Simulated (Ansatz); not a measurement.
The starting structures come from a database of crystals and need not be the phases stable at ambient conditions.

 Where the default PAW files enter, the runs use the earlier of Ansatz's two default sets.

Data:

```
CELL_PARAMETERS angstrom
      3.30779     0.00000     0.00000
      0.00000     4.98288     0.00000
      1.65390     0.00000     2.86463
ATOMIC_POSITIONS crystal
  Mg 0.33333 0.99784 0.33333
  Mg 0.66667 0.49784 0.66667
  O  0.33333 0.59756 0.33333
  O  0.66667 0.09756 0.66667
```

Space group of this cell: P6_3mc, wurtzite. The cell is taken as given.

Computed with r2SCAN (plane waves, PAW; Ansatz, a quantum-chemistry and plane-wave program).

The current runs along the normal of the first two printed vectors; no spin-orbit coupling. Scaled by the factor s: the length along the current (ions clamped). The meshes follow the cell: 12×6×12 and 10×6 across at s = 0.97, 10×6×10 and 10×6 across at s = 1.00, 10×6×10 and 10×6 across at s = 1.03.

| s | mean pressure (GPa) | band gap (eV) |
|---|---|---|
| 0.97 | 4.1 | ? |
| 1.00 | -0.3 | 4.15 |
| 1.03 | -3.9 | 3.96 |

Task: Take the slope of the band gap against ln s from the two given rows, extrapolate to s = 0.97, and say what the run there gives.

Result: Slope = (3.96 − 4.15) / ln 1.03 = -6.43 eV. The line gives 4.15 + (-6.43) × ln 0.97 = 4.35 eV. The run gives 4.35 eV, as the line does.
